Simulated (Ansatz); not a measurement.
Consider ZnSiP$_{2}$ in the chalcopyrite structure (space group I-42d, No. 122; a = 5.306 Å, c = 10.380 Å).

Method: LDA (Ansatz, a program for electronic structure; PAW; 420 eV plane waves; no SOC).

Before the change:

```
Item                   Value
-------------------  -------
Lattice parameter a  5.306 Å
Band gap             1.11 eV
```

The change: a hydrostatic pressure of 22.5 GPa.

### Question
What does the calculation give for the lattice parameter a and band gap after the change?

### Answer
The lattice parameter a shrinks by 0.278 Å to 5.028 Å; the band gap decreases by 0.418 eV (1.11 eV → 0.70 eV).

Load acts through the strain it causes; cell and atoms are relaxed under it. Stability against distortions was not tested. No other phases were tried under pressure.
